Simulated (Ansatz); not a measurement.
**CoSi2, element substitutions**

Base system: CoSi₂ (space group Fm-3m, No. 225; non-magnetic).

```
CoSi2
1.0
    0.00000     2.65735     2.65735
    2.65735     0.00000     2.65735
    2.65735     2.65735     0.00000
Co Si
1 2
Direct
  0.00000   0.00000   0.00000
  0.25000   0.25000   0.25000
  0.75000   0.75000   0.75000
```

Each row replaces one element on all its sites; cell and atoms are relaxed.

All numbers come from r2SCAN (Ansatz, a quantum-chemistry and plane-wave program, PAW, spin-orbit coupling left out), earlier PAW set.

Before the change:

- Volume per atom = 12.51 Å³

Q: The aim is a volume per atom between 23.44 Å³ and 25.51 Å³. Which of these changes reaches it?
A) Co → Hg
B) Si → C
C) Co → Ni
D) Co → Tl

A: D, Co → Tl. It gives 24.33 Å³; Si → C gives 7.89 Å³; Co → Ni gives 13.05 Å³; Co → Hg gives 21.27 Å³. Changes not listed may reach it too

Whether these cells are dynamically stable was not tested. As relaxed here, TlSi2, CoC2 and HgSi2 are hypothetical phases, not in the database extracts checked. Seeded moments were not kept for the base, Si → C and Co → Ni. The final runs are not spin-polarised. An odd electron count without spin: TlSi2, CoSi2 and CoC2.
